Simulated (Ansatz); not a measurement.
Consider Ag in the fcc (Cu type) structure (space group Fm-3m, No. 225; relaxed with 0.1 eV smearing).

```
Ag
1.0
    0.00000     2.02711     2.02711
    2.02711     0.00000     2.02711
    2.02711     2.02711     0.00000
Ag
1
Direct
  0.00000   0.00000   0.00000
```

Cartesian axes are those of the cell as printed.

Method: PBEsol (Ansatz, a quantum-chemistry and plane-wave program; PAW; 420 eV plane waves; spin-orbit coupling left out), earlier PAW set.

The change: biaxial strain +2.01 %, plane normal [001], relaxed out of plane (Cartesian); in-plane vectors clamped, the third vector and the atoms free.

**Question.** How does this affect the energy relative to the base and ratio −ε⊥/ε∥?

**Answer.** The energy grows by 3.4 meV/atom; the ratio −ε⊥/ε∥ amounts to 1.50.

Stability against distortions was not tested.
